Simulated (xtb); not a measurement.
xtb 6.7.1, GFN2-xTB: CC(C)(C)c1ccc(-c2cc3sc(-c4c(F)c(F)c(C(C)(C)C)c(F)c4F)cc3s2)o1, 53 atoms. The geometry is a generated start, not checked to be a minimum at this level.

| Quantity | Value |
|---|---|
| run flags | --grad |
| method | GFN2-xTB |
| --acc | 1 (default) |
| --etemp (K) | 300 (default) |
| basis functions | 158 |
| valence electrons | 164 |

One run each on 1 thread. Values of broydamp tried: 0.02, 0.05, 0.1, 0.2, 0.4 (default), 0.6, 0.8, 1.

Q: Predict the course of the SCC iterations along this series.

A: Fewest SCC iterations, within one of each other: 0.2 with 13, 0.4 (default) with 12, 0.6 with 13, 0.8 with 13. The count rises to 19 at 0.02. All converge to one solution.

| broydamp | SCC iterations | end |
|---|---|---|
| 0.02 | 19 | same solution |
| 0.05 | 16 | same solution |
| 0.1 | 15 | same solution |
| 0.2 | 13 | same solution |
| 0.4 (default) | 12 | same solution |
| 0.6 | 13 | same solution |
| 0.8 | 13 | same solution |
| 1 | 14 | same solution |
